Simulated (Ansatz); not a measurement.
AlN (model structure, started from the BeO type, P4₂/mnm, No. 136, 8 atoms in the cell) was calculated with r²SCAN (PAW; Ansatz, a first-principles code).

Settings: plane-wave cutoff 560 eV, 6×6×12 k mesh (along the axes of the cell as run), Fermi–Dirac smearing 0.01 eV, scalar-relativistic PAW data made under PBE.

Cell (relaxed at this level):

```
AlN
1.0
    5.28539     0.00000     0.00000
    0.00000     5.28539     0.00000
    0.00000     0.00000     3.09967
Al N
4 4
Direct
  0.32323   0.67677   0.00000
  0.67677   0.32323   0.00000
  0.82323   0.82323   0.50000
  0.17677   0.17677   0.50000
  0.31515   0.31515   0.00000
  0.68485   0.68485   0.00000
  0.18485   0.81515   0.50000
  0.81515   0.18485   0.50000
```

### Question
Estimate the band gap and smallest direct gap on the k points sampled that the calculation returns.

### Answer

- band gap: 4.48 eV
- smallest direct gap on the k points sampled: 4.49 eV

Note: the relaxation could raise the start's symmetry but not lower it, so the cell can be a saddle point.

Static lattice: no zero-point or thermal effects.

A model structure was made by putting elements into a prototype or built by hand; it is no filed structure, need not be a known phase, and can be a saddle point held by its symmetry.
